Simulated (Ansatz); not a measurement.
Data:

```
CELL_PARAMETERS angstrom
      0.00000     2.96720     2.96720
      2.96720     0.00000     2.96720
      2.96720     2.96720     0.00000
ATOMIC_POSITIONS crystal
  Se 0.00000 0.00000 0.00000
  Ca 0.50000 0.50000 0.50000
```

A single point on MgSe with a change (Mg → Ca), its geometry relaxed with r2SCAN.

The values are results of DFT with HSE06, PAW potentials and a 420 eV plane-wave cutoff in Ansatz (a program for electronic structure), with spin-orbit coupling, not measurements. Γ-centred 6×6×6 mesh, Fermi–Dirac width 0.01 eV.

Question: Predict the valence-band top at Γ and band gap.

Answer: The valence-band top at Γ (three highest Kramers pairs, from the VBM) is 0.00, 0.00, -0.44 eV and the band gap is 2.85 eV.

Single points use the geometry relaxed with r2SCAN. HSE06 gaps are upper bounds (no full band path). Whether these cells are dynamically stable was not tested. The cell was made from MgSe by this change: Mg → Ca.
